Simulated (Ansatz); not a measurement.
Levels about the gap of amorphous silicon nitride (Si36N48) (84 atoms in a cell of 994 Å³, 2.81 g/cm³; zone centre alone, so wide bands show as single levels with stretches between that a denser mesh fills), at the geometry that PBE relaxed, where it gives 0.1 GPa on a denser mesh. Exact exchange is cut at the faces of this small cell, which leaves a finite-size error. The participation number counts the atoms over which a state spreads; weights are charges in smoothed Voronoi cells. The levels come from a single point, so bond lengths are those of that geometry. Method of the levels: HSE06, scalar-relativistic without spin-orbit coupling (Ansatz, a first-principles code). Sampling: the zone centre alone; Fermi-Dirac width 0.01 eV; collinear spin, started from moments on atoms (the moments died out). At PBE the levels at the filled edge of the gap are localised (band-tail or defect states), and the nearest spread-out levels lie 2.9 eV apart at the zone centre.

It comes from a melt-quench run on a machine-learned potential (CHGNet), relaxed afterwards by DFT. N atoms were pushed apart under 1.9 Å during the dynamics, to hinder bonds among them. The hot cell started wider than the set density and was brought back towards it in steps. It is the lowest in DFT energy of 2 quenches. It is a model cell: composition and starting density were chosen by hand, and all elements were melted together. No dispersion term was used. Its density started from a set value of 2.72 and ended at 2.81 g/cm³. Cooling (nominally 150 K/ps over its main leg) ran many orders faster than in experiment, which tends to leave more defects and strain. Values belong to this one cell and scatter from quench to quench. Volume and shape were free in the relaxation.

```json
[
 {"E - E(highest filled), eV": "-0.42", "filling": "filled", "spin": "dn", "participation number": "11.5", "largest on": "N, 3 neighbours", "weight N": "0.90", "weight Si": "0.10"},
 {"E - E(highest filled), eV": "-0.33", "filling": "filled", "spin": "up", "participation number": "13.7", "largest on": "N, 3 neighbours", "weight N": "0.90", "weight Si": "0.10"},
 {"E - E(highest filled), eV": "-0.33", "filling": "filled", "spin": "dn", "participation number": "13.7", "largest on": "N, 3 neighbours", "weight N": "0.90", "weight Si": "0.10"},
 {"E - E(highest filled), eV": "-0.21", "filling": "filled", "spin": "up", "participation number": "12.8", "largest on": "N, 3 neighbours", "weight N": "0.91", "weight Si": "0.09"},
 {"E - E(highest filled), eV": "-0.21", "filling": "filled", "spin": "dn", "participation number": "12.8", "largest on": "N, 3 neighbours", "weight N": "0.91", "weight Si": "0.09"},
 {"E - E(highest filled), eV": "0.00", "filling": "filled", "spin": "dn", "participation number": "7.2", "largest on": "N, 4 neighbours", "weight N": "0.89", "weight Si": "0.11"},
 {"E - E(highest filled), eV": "0.00", "filling": "filled", "spin": "up", "participation number": "7.2", "largest on": "N, 4 neighbours", "weight N": "0.89", "weight Si": "0.11"},
 {"E - E(highest filled), eV": "3.75", "filling": "empty", "spin": "up", "participation number": "12.4", "largest on": "Si, 3 neighbours", "weight N": "0.42", "weight Si": "0.58"},
 {"E - E(highest filled), eV": "3.75", "filling": "empty", "spin": "dn", "participation number": "12.4", "largest on": "Si, 3 neighbours", "weight N": "0.42", "weight Si": "0.58"},
 {"E - E(highest filled), eV": "3.84", "filling": "empty", "spin": "up", "participation number": "13.1", "largest on": "Si, 3 neighbours", "weight N": "0.47", "weight Si": "0.53"},
 {"E - E(highest filled), eV": "3.84", "filling": "empty", "spin": "dn", "participation number": "13.1", "largest on": "Si, 3 neighbours", "weight N": "0.47", "weight Si": "0.53"},
 {"E - E(highest filled), eV": "4.47", "filling": "empty", "spin": "up", "participation number": "15.4", "largest on": "Si, 4 neighbours", "weight N": "0.43", "weight Si": "0.57"},
 {"E - E(highest filled), eV": "4.47", "filling": "empty", "spin": "dn", "participation number": "15.4", "largest on": "Si, 4 neighbours", "weight N": "0.43", "weight Si": "0.57"},
 {"E - E(highest filled), eV": "4.73", "filling": "empty", "spin": "up", "participation number": "20.7", "largest on": "Si, 4 neighbours", "weight N": "0.47", "weight Si": "0.53"}
]
```

Most localised among these is the filled level at +0.00 eV, on a N atom, which has 4 neighbours (Si 1.71 Å, Si 1.72 Å, Si 1.86 Å, Si 2.17 Å).
